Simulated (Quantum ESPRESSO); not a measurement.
## One base run on LiErS2 (P4/mmm, 4 atoms in the cell) and variants with one or two settings moved

```yaml
crystal:
  lattice:
    - [3.91098, 0.00000, 0.00000]
    - [0.00000, 3.91098, 0.00000]
    - [0.00000, 0.00000, 5.31588]
  atoms:
    - { symbol: Li, position: [0.00000, 0.00000, 0.00000] }
    - { symbol: Er, position: [0.50000, 0.50000, 0.50000], spin: 3.0 }
    - { symbol: S, position: [0.00000, 0.00000, 0.50000] }
    - { symbol: S, position: [0.50000, 0.50000, 0.00000] }
```
(The spins are starting values, not results.)

Base run A: Quantum ESPRESSO 7.5 with PBEsol, SSSP 1.1.2 efficiency (PBE) pseudopotentials, self-consistent single point.

Its settings: ecutwfc = 50 Ry; ecutrho = 400 Ry; occupations = smearing; smearing = gaussian; degauss = 0.0036749 Ry; nspin = 2; input_dft = pbesol; potentials = {Li: li_pbe_v1.4.uspp.F.UPF, Er: Er.GGA-PBE-paw-v1.0.UPF, S: s_pbe_v1.4.uspp.F.UPF}; K_POINTS = automatic 4 4 3 0 0 0; conv_thr = 1e-10 Ry; mixing_beta = 0.2.

The starting cell comes from a database of computed structures (which also holds hypothetical and non-ambient phases and stackings), without a prior relaxation at this level. Its lattice was rescaled by a random factor within 2.5 % of one. With one magnetic atom in the cell only a parallel order is possible. With U or open f shells several self-consistent states can exist. The f electrons are in the valence without U or exact exchange, which can misplace them near the Fermi level. Spin-orbit terms, which matter for f shells, are left out. In the base run, with a pressure of about -3 GPa the cell is away from its equilibrium volume at this level. Without a gap this mesh is coarse (it stands for a supercell whose shortest vector is 16 Å).

ΔF is the free energy per atom less that of run A. A dash stands where there is no value to compare (another energy zero or no entropy term, no result, no spin, no clean gap, or a mesh too coarse for one). 

Run A gave: pressure (GPa) -3.09; size of the net moment (μB/atom) 0.75; k-points 12; ending converged.

Runs:
- B: nbnd: default → 23
- C: smearing: gaussian → marzari-vanderbilt; degauss: 0.0036749 Ry → 0.0073499 Ry
- D: nosym: default → true
- E: parallel starting moments (0 0.75 0 0 μB)

Q: What does run D change against A?

A: The run ended unconverged after 100 iterations.

Q: What does run C change against A?

A: The free energy goes down by 1.1 meV/atom, the pressure moves little (-3.09 to -3.10 GPa) and the size of the net moment stays at 0.75 μB/atom.

```csv
run,ΔF (meV/atom),pressure (GPa),size of the net moment (μB/atom),k-points,ending
A,0.00,-3.09,0.75,12,converged
B,0.00,-3.09,0.75,12,converged
C,-1.05,-3.10,0.75,12,converged
D,–,–,–,26,not converged
E,0.00,-3.07,0.75,12,converged
```
